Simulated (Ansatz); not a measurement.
Start from Ir in the fcc (Cu type) structure (space group Fm-3m, No. 225; a = 3.872 Å; relaxed with 0.1 eV smearing). Axes: x, y, z lie along the cube axes.

Calculations: PBE/PAW in Ansatz (a quantum-chemistry and plane-wave program), no spin-orbit coupling.

It is then changed as follows: an isotropic linear strain of −1.00 %, atoms relaxed at fixed cell.

**Question.** Predict the stress tensor and what it implies for the stiffness.

**Answer.** Stress of the strained cell less that of the base (GPa, compression positive):
```
   11.3     0.0     0.0
    0.0    11.3     0.0
    0.0     0.0    11.3
```

Then B = −ΔP/(ΔV/V₀) with ΔV/V₀ = -0.0297 gives secant stiffness values (nonlinear terms included at this strain): B ≈ 380 GPa.

As a check, the harmonic strain energy −½ V₀ Δσ:ε is 15 meV/atom; the computed energy rise is 15 meV/atom.

No phonon test of stability was made. The final runs are not spin-polarised.
